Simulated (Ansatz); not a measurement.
# Response to strain in TiSe2

The parent structure is TiSe$_{2}$ in the CdI2 type structure (space group P-3m1, No. 164; a = 3.480 Å, c = 5.872 Å; layered, stacked along the Cartesian z axis; relaxed with 0.1 eV smearing).

Strains are applied to the cell and any free atomic positions relax.

Level of theory: DFT with PBE-D3(BJ), PAW potentials and a 420 eV plane-wave cutoff in Ansatz (an electronic-structure program), no spin-orbit coupling.

Notes on the quantities. pressure: mean of the normal stresses, compression positive.

```tsv
isotropic strain (%)	pressure (GPa)
-2.2	3.7
-1.48	2.3
0	0.0
1	?
2.94	-3.2
5.81	-5.1
```

**Question.** Fit P = P₀ − Bδ + Cδ² with δ = (1 + ε)³ − 1 to the rows shown and predict the withheld row.

**Answer.** Least squares on the printed values gives P₀ = 0.1 GPa, B = 47.2 GPa (at held cell shape), C = 104 GPa (largest residual 0.1 GPa); this predicts -1.2 GPa, and the run gives -1.3 GPa, in agreement.

No phonon test of stability was made. All final runs are without spin polarisation.
